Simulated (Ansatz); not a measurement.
**SiO2, pressure series**

Start from SiO2 (space group P3_221, No. 154; a = 5.022 Å, c = 5.510 Å).

Cell and atoms are relaxed at each pressure.

Method: PBE in Ansatz (plane waves to 420 eV, PAW, no spin-orbit coupling).

Candidates:
(a) pressure 9 GPa
(b) pressure 2.1 GPa
(c) pressure −1 GPa

Before the change:

The smallest direct gap is 6.01 eV.

Q: Order them by smallest direct gap, lowest first.

A: (c) pressure −1 GPa (5.88 eV), (b) pressure 2.1 GPa (6.11 eV), (a) pressure 9 GPa (6.36 eV)

Load acts through the strain it causes; cell and atoms are relaxed under it. Stability against distortions was not tested. No other phases were tried under pressure.

Ansatz is a first-principles code.
